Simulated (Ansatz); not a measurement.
# ZrB2 (model structure, started from the MoSi2 type, I4/mmm, No. 139, 3 atoms in the cell): properties by level of theory

```json
[
 {"level (code)": "LDA (Ansatz)", "equilibrium lattice constant a (Å)": "3.402", "c axis length (Å)": "6.228"},
 {"level (code)": "PBE (Ansatz)", "equilibrium lattice constant a (Å)": "3.463", "c axis length (Å)": "6.317"},
 {"level (code)": "PBEsol (Ansatz)", "equilibrium lattice constant a (Å)": "3.424", "c axis length (Å)": "6.277"},
 {"level (code)": "PBE-D3(BJ) (Ansatz)", "equilibrium lattice constant a (Å)": "3.427", "c axis length (Å)": "?"},
 {"level (code)": "r²SCAN (Ansatz)", "equilibrium lattice constant a (Å)": "?", "c axis length (Å)": "6.306"},
 {"level (code)": "r²SCAN+rVV10 (Ansatz)", "equilibrium lattice constant a (Å)": "?", "c axis length (Å)": "6.300"}
]
```

Q: Some entries are withheld; supply them.

A: 
- PBE-D3(BJ) (Ansatz, a quantum-chemistry and plane-wave program), c axis length (Å): 6.267
- r²SCAN (Ansatz), equilibrium lattice constant a (Å): 3.484
- r²SCAN+rVV10 (Ansatz), equilibrium lattice constant a (Å): 3.475

Ansatz's density-functional and Hartree–Fock values are scalar-relativistic unless marked +SOC, with PAW data made under PBE.

Static lattice: no zero-point or thermal effects.

A model structure was made by putting elements into a prototype or built by hand; it is no filed structure, need not be a known phase, and can be a saddle point held by its symmetry.
